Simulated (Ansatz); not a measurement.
# Computed paths: N-vacancy pair in 3C silicon carbide, charge state -1

Consider N-vacancy pair (N on one host C site, one C site vacant) in 3C silicon carbide, charge state -1. These are PBE, PAW (plane waves to 420 eV; Ansatz, a first-principles code) values and carry that method's errors.

Cell of 64 host sites held at the relaxed PBE lattice; a 2×2×2 k-point mesh shifted by half a step; Fermi-Dirac width 0.01 eV, spin-restricted; finite-size errors left in. Static, classical nuclei. The charge state is imposed; whether it is stable for some Fermi level was not computed. Forms of the defect that were not tried may lie lower.

Barriers: single points on a 3×3×3 k-point mesh shifted by half a step at the bands' geometries.

```json
[
 {"Route": "the N atom itself jumps into the vacancy (N-vacancy distance between ideal sites 3.10 Å throughout) (strongly reconstructed ends)", "Start site over the lowest site run (eV)": "0.00", "Hop (Å)": "3.44", "Forward barrier (eV)": "3.13", "Backward barrier (eV)": "3.13", "Neighbours at the start": "3 Si at 1.81 Å", "Neighbours at the saddle": "Si at 1.69, 2 Si at 1.85 Å", "Saddle order": "not checked, on a symmetry element", "Forward, on the band's own sampling (eV)": "3.10"}
]
```

Paths come from CI-NEB runs.  A band can be held on a symmetry element, so unchecked saddle points there may be too high. A further band (one C atom jumps into the vacancy from a nearby C site (N-vacancy distance between ideal sites 3.10 Å throughout), 3.17 Å) gave 4.11 eV forward on its own sampling, 4.11 eV above the lowest site run, but at one of its points the charge lies in the host's bands or the defect's levels are part-filled, so it is not taken as a result. A further band (one C atom jumps into the vacancy from a nearby C site (N-vacancy distance between ideal sites 3.10 → 4.38 Å), 3.12 Å) gave 4.42 eV forward on its own sampling, 4.42 eV above the lowest site run, but at one of its points the charge lies in the host's bands or the defect's levels are part-filled, so it is not taken as a result. 1 more band(s) gave no usable saddle point.

The whole set of runs took about 5 core-hours (a rough figure).
